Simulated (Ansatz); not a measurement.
The starting structures come from a database of crystals and need not be the phases stable at ambient conditions.

 Where the default PAW files enter, the runs use the earlier of Ansatz's two default sets.

By PBEsol, the system below comes out a metal.

Without scattering a metal conducts by its projected Fermi surface.

Data:

```xyz
8
Lattice="4.5494 0.0000 0.0000 0.0000 6.4338 0.0000 0.0000 3.2169 3.3134" Properties=species:S:1:pos:R:3 pbc="T T T"
Cr     2.2747     5.6296     0.8284
Cr     2.2747     4.0211     2.4851
Cr     0.0000     4.0211     0.8284
Cr     0.0000     5.6296     2.4851
Cr     1.1373     1.6085     1.6567
Cr     3.4120     1.6085     1.6567
Ge     0.0000     0.0000     0.0000
Ge     2.2747     3.2169     0.0000
```

Space group of this cell: Cccm. The cell is strained (lengths along the current scaled by 1.03, ions clamped); by PBEsol its mean pressure is -9.8 GPa.

The current flows along the normal of the first two printed cell vectors. No spin-orbit coupling; the value is a mean over 0.1 eV about the Fermi level.

Q: Predict the ballistic conductance per area from PBEsol run with Ansatz (a quantum-chemistry and plane-wave program).

A: 0.86 × 10¹⁵ S/m² for both spins.
